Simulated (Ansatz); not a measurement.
# A short convergence ladder for AlCr2C (P6_3/mmc, 8 atoms in the cell)

```yaml
crystal:
  lattice:
    - [2.81663, 0.00000, 0.00000]
    - [-1.40831, 2.43927, 0.00000]
    - [0.00000, 0.00000, 12.56357]
  atoms:
    - { symbol: Al, position: [0.66667, 0.33333, 0.25000] }
    - { symbol: Al, position: [0.33333, 0.66667, 0.75000] }
    - { symbol: Cr, position: [0.33333, 0.66667, 0.41494] }
    - { symbol: Cr, position: [0.66667, 0.33333, 0.58506] }
    - { symbol: Cr, position: [0.66667, 0.33333, 0.91494] }
    - { symbol: Cr, position: [0.33333, 0.66667, 0.08506] }
    - { symbol: C, position: [0.00000, 0.00000, 0.50000] }
    - { symbol: C, position: [0.00000, 0.00000, 0.00000] }
```

Base method: LDA (PW92), default PAW files made with PBE (plane waves; Ansatz, a program for electronic structure).

Base settings: basis.ecutwfc = 420 eV; kpoints.mp_grid.grid = 13 13 3; hamiltonian.xc = lda; hamiltonian.pseudopotentials = {kind: paw} (the program's default PAW files); scf.occupations.method = gaussian; scf.occupations.width = 0.1 eV.

Core times come from one kind of shared machine, to one figure; runs under 30 s give none.

**Zone-centre phonons against the cutoff**

In this ladder: phonons.method = dfpt.

The mesh stays at the base's, so the ladder's end is converged at best in this setting alone.

Frequencies are those of the unrelaxed cell, without the LO-TO term of polar crystals.

Only quantities that move along the ladder and can be compared are tabulated.

```tsv
basis.ecutwfc	highest zone-centre frequency (cm⁻¹)	lowest optical frequency (cm⁻¹)	core time / last (rough)
210 eV	853.4	108.1	0.3
295 eV	663.3	104.7	0.5
355 eV	683.0	102.6	0.6
420 eV	686.5	102.2	1
```

Coarsest basis.ecutwfc that holds the highest zone-centre frequency within 10 cm⁻¹ of the last step, with all finer ones: 355 eV; the step before is off by 23 cm⁻¹.

Coarsest basis.ecutwfc that holds the lowest optical frequency within 1 cm⁻¹ of the last step, with all finer ones: 355 eV; the step before is off by 2.5 cm⁻¹.

On the base run: the starting cell comes from a database of computed structures (which also holds hypothetical and non-ambient phases and stackings), without a prior relaxation at this level. Its lattice was rescaled by up to half a per cent. Spin polarisation is off. In the base run, with a pressure of about -7 GPa the cell is away from its equilibrium volume at this level.

Keys are those of Ansatz 0.2.
